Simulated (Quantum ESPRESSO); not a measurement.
Quantum ESPRESSO run on Ta₂CN (I4_1/amd, 8 atoms in the cell): self-consistent single point.

Level of theory: LDA (PZ), GBRV 1.5 ultrasoft (LDA) pseudopotentials (plane waves; Quantum ESPRESSO).

```
Ta2CN
1.0
   -2.24830     2.24830     4.53744
    2.24830    -2.24830     4.53744
    2.24830     2.24830    -4.53744
Ta C N
4 2 2
Direct
  0.75957   0.75957   0.00000
  0.50957   0.00957   0.50000
  0.99043   0.49043   0.50000
  0.24043   0.24043   0.00000
  0.00000   0.00000   0.00000
  0.75000   0.25000   0.50000
  0.50000   0.50000   0.00000
  0.25000   0.75000   0.50000
```

Reference input (self-consistent single point, DFT, LDA (PZ), plane waves, GBRV 1.5 ultrasoft (LDA) pseudopotentials): ecutwfc = 40 Ry; ecutrho = 320 Ry; occupations = smearing; smearing = marzari-vanderbilt; degauss = 0.0036749 Ry; potentials = {Ta: ta_lda_v1.uspp.F.UPF, C: c_lda_v1.2.uspp.F.UPF, N: n_lda_v1.2.uspp.F.UPF}; K_POINTS = automatic 6 6 6 0 0 0; conv_thr = 1e-10 Ry; mixing_beta = 0.5. This run's input differs from it in these lines:

```diff
@@ -18,3 +18,3 @@
 &ELECTRONS
-    conv_thr = 1e-10
+    conv_thr = 7.3e-03
     mixing_beta = 0.5
```

The program printed (abridged):

```
     Self-consistent Calculation

     iteration #  1     ecut=    40.00 Ry     beta= 0.50

     negative rho (up, down):  3.790E-01 0.000E+00

     total energy              =    -630.67519352 Ry
     estimated scf accuracy    <       2.27633479 Ry

     iteration #  2     ecut=    40.00 Ry     beta= 0.50

     negative rho (up, down):  3.832E-01 0.000E+00

     total energy              =    -631.38784556 Ry
     estimated scf accuracy    <       0.96233306 Ry

     iteration #  3     ecut=    40.00 Ry     beta= 0.50

     negative rho (up, down):  3.863E-01 0.000E+00

     total energy              =    -631.52993811 Ry
     estimated scf accuracy    <       0.02567676 Ry

     iteration #  4     ecut=    40.00 Ry     beta= 0.50

     negative rho (up, down):  3.902E-01 0.000E+00

     total energy              =    -631.54484103 Ry
     estimated scf accuracy    <       0.01249914 Ry

     iteration #  5     ecut=    40.00 Ry     beta= 0.50

     negative rho (up, down):  3.900E-01 0.000E+00
     End of self-consistent calculation

     the Fermi energy is    19.3257 ev

!    total energy              =    -631.54185478 Ry
     estimated scf accuracy    <       0.00455857 Ry
     smearing contrib. (-TS)   =      -0.00003957 Ry
     internal energy E=F+TS    =    -631.54181521 Ry

     convergence has been achieved in   5 iterations

     negative rho (up, down):  3.900E-01 0.000E+00

     Forces acting on atoms (cartesian axes, Ry/au):

     atom    1 type  1   force =     0.00000000    0.00000000    0.01129342
     atom    2 type  1   force =     0.00000000    0.00000000    0.01129342
     atom    3 type  1   force =     0.00000000   -0.00000000   -0.01129342
     atom    4 type  1   force =     0.00000000    0.00000000   -0.01129342
     atom    5 type  2   force =     0.00000000    0.00000000    0.00000000
   [... lines left out ...]
     Total force =     0.022587     Total SCF correction =     0.020466
   [... lines left out ...]

     negative rho (up, down):  3.900E-01 0.000E+00
          total   stress  (Ry/bohr**3)                   (kbar)     P=     -237.69
  -0.00167899   0.00000000  -0.00000000         -246.99        0.00       -0.00
   0.00000000  -0.00167899   0.00000000            0.00     -246.99        0.00
  -0.00000000  -0.00000000  -0.00148947           -0.00       -0.00     -219.11

   JOB DONE.
```

The run converged in 5 iterations. Against the reference run the free energy rises by 4.9 meV/atom, the pressure goes from -26.33 to -23.77 GPa and the largest force goes from 0.095 to 0.290 eV/Å. The full log also holds: “SCF correction compared to forces is large: reduce conv_thr to get better values”.

The starting cell comes from a database of computed structures (which also holds hypothetical and non-ambient phases and stackings), without a prior relaxation at this level. Its lattice was rescaled by a random factor within 2.5 % of one. Spin polarisation is off. With a pressure of about -24 GPa the cell is away from its equilibrium volume at this level.

Cost on one core of a shared machine: roughly 50 s.
